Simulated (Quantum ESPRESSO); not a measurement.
Input and output of a self-consistent single point for NiAl (P4mm, 2 atoms in the cell) (Quantum ESPRESSO).

Computed with LDA (PW92), PseudoDojo standard norm-conserving (LDA) pseudopotentials (plane waves; Quantum ESPRESSO 7.5).

```
NiAl
1.0
    2.88133     0.00000     0.00000
    0.00000     2.88133     0.00000
    0.00000     0.00000     2.88133
Al Ni
1 1
Direct
  0.50000   0.50000   0.51735
  0.00000   0.00000   0.00000
```

Reference input (self-consistent single point, DFT, LDA (PW92), plane waves, PseudoDojo standard norm-conserving (LDA) pseudopotentials): ecutwfc = 100 Ry; occupations = smearing; smearing = fd; degauss = 0.0073499 Ry; potentials = {Al: Al.upf, Ni: Ni.upf}; K_POINTS = automatic 7 7 7 0 0 0; conv_thr = 1e-10 Ry. This run's input differs from it in these lines:

```diff
@@ -16,3 +16,3 @@
   smearing = 'fd'
-  degauss = 0.0073499
+  degauss = 0.02205
 /
@@ -32,3 +32,3 @@
 K_POINTS automatic
-7 7 7  0 0 0
+15 15 15  0 0 0
```

The program printed (abridged):

```
     Self-consistent Calculation

     iteration #  1     ecut=   100.00 Ry     beta= 0.70

     Threshold (ethr) on eigenvalues was too large:
     Diagonalizing with lowered threshold

     total energy              =    -340.05046911 Ry
     estimated scf accuracy    <       0.19508352 Ry

     iteration #  2     ecut=   100.00 Ry     beta= 0.70

     total energy              =    -339.88758308 Ry
     estimated scf accuracy    <       2.15637746 Ry

     iteration #  3     ecut=   100.00 Ry     beta= 0.70

     total energy              =    -340.17000734 Ry
     estimated scf accuracy    <       0.00313433 Ry

   [... 6 blocks of this kind left out ...]

     iteration # 10     ecut=   100.00 Ry     beta= 0.70

     total energy              =    -340.17088671 Ry
     estimated scf accuracy    <          1.8E-09 Ry

     iteration # 11     ecut=   100.00 Ry     beta= 0.70
     End of self-consistent calculation

     Number of k-points >= 100: set verbosity='high' to print the bands.

     the Fermi energy is    13.8888 ev

!    total energy              =    -340.17088671 Ry
     estimated scf accuracy    <          7.6E-11 Ry
     smearing contrib. (-TS)   =      -0.01826971 Ry
     internal energy E=F+TS    =    -340.15261701 Ry

     convergence has been achieved in  11 iterations

     Forces acting on atoms (cartesian axes, Ry/au):

     atom    1 type  1   force =     0.00000000    0.00000000   -0.01009485
     atom    2 type  2   force =     0.00000000    0.00000000    0.01009485

     Total force =     0.014276     Total SCF correction =     0.000002

          total   stress  (Ry/bohr**3)                   (kbar)     P=      -80.25
  -0.00054317   0.00000000   0.00000000          -79.90        0.00        0.00
   0.00000000  -0.00054317   0.00000000            0.00      -79.90        0.00
   0.00000000   0.00000000  -0.00055023            0.00        0.00      -80.94

   JOB DONE.
```

The run converged in 11 iterations. Against the reference run the free energy falls by 49.6 meV/atom, the pressure goes from -8.87 to -8.02 GPa and the largest force moves little (0.255 to 0.260 eV/Å).

The starting cell has typed, rounded lattice constants, without a prior relaxation at this level. Its lattice was rescaled by up to half a per cent. One atom was moved a little off its site on purpose. Spin polarisation is off. With a pressure of about -8 GPa the cell is away from its equilibrium volume at this level.

Cost on one core of a shared machine: roughly 3 min.
